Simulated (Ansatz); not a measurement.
AlB2-type TiB2: LDA at its full settings (plane-wave cutoff 520 eV, 24×24×18 k mesh (along the axes of the cell as run), Fermi–Dirac smearing 0.05 eV, no spin polarisation, scalar-relativistic PAW data made under PBE) and at cheaper ones, in a cell of 3 atoms with Γ-centred meshes.

```tsv
level and setting	lattice parameter a (Å)	c axis length (Å)	bulk modulus (GPa)
LDA (Ansatz)	2.994	3.159	277
LDA (250 eV cutoff) (Ansatz)	2.990	3.201	240
LDA (Γ point alone) (Ansatz)	2.996	3.878	54.6
LDA (2×2×2 k mesh) (Ansatz)	3.031	3.095	280
LDA (4×4×4 k mesh) (Ansatz)	2.994	3.161	278
```

Largest shifts from the full settings: lattice constant a +1.24 % (LDA (2×2×2 k mesh)), against a difference of -1.16 % of the full result from the reference 3.029 Å (measured, 293 K, not corrected to a static lattice; as tabulated in R. G. Munro, J. Res. NIST 105, 709 (2000), Material Properties of Titanium …); lattice parameter c +23 % (LDA (Γ point alone)), against a difference of -2.17 % of the full result from the reference 3.229 Å (measured, 293 K, not corrected to a static lattice; as tabulated in R. G. Munro, J. Res. NIST 105, 709 (2000), Material Properties of Titanium …); bulk modulus -80 % (LDA (Γ point alone)), against a difference of +15.4 % of the full result from the reference 240 GPa (measured, room temperature, no zero-point or thermal correction, our sources range from 233 to 250; as tabulated in Synthesis of Binary Transition Metal Nitrides, Carbides and Borides from the …).

The full settings aren't shown to be converged themselves.

Ansatz's density-functional and Hartree–Fock values are scalar-relativistic unless marked +SOC, with PAW data made under PBE.

Run with cheap settings on purpose, which may leave them unconverged: LDA (250 eV cutoff), LDA (2×2×2 k mesh), LDA (4×4×4 k mesh), LDA (Γ point alone).

Ansatz is a program for electronic structure.
